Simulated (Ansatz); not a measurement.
The starting structures come from a database of crystals and need not be the phases stable at ambient conditions.

Input:

```
CELL_PARAMETERS angstrom
      7.62417     0.00000     0.00000
      0.00000     7.62417     0.00000
      3.81209    -3.81209     5.39110
ATOMIC_POSITIONS crystal
  Rb 0.75000 0.75000 0.50000
  Rb 0.25000 0.25000 0.50000
  Sn 0.00000 0.00000 0.00000
  Br 0.75678 0.24322 0.00000
  Br 0.24322 0.75678 0.00000
  Br 0.75678 0.75678 0.00000
  Br 0.24322 0.24322 0.00000
  Br 0.75678 0.24322 0.48644
  Br 0.24322 0.75678 0.51356
```

Space group of this cell: Fm-3m. The cell is taken as given.

Transport runs along the normal of the first two printed cell vectors, the (001) plane of the conventional cell.

The gap is the functional's own, uncorrected, and κ follows it; spin-orbit coupling is left out. Mid-gap values are interpolated between the computed energies.

Problem. Compute, with PBEsol in Ansatz (a first-principles code), the band gap and the smallest decay constant κ at mid-gap.

Solution. Gap 1.24 eV on a 6×6×6 mesh; κ = 0.193 1/Å, at the zone centre.
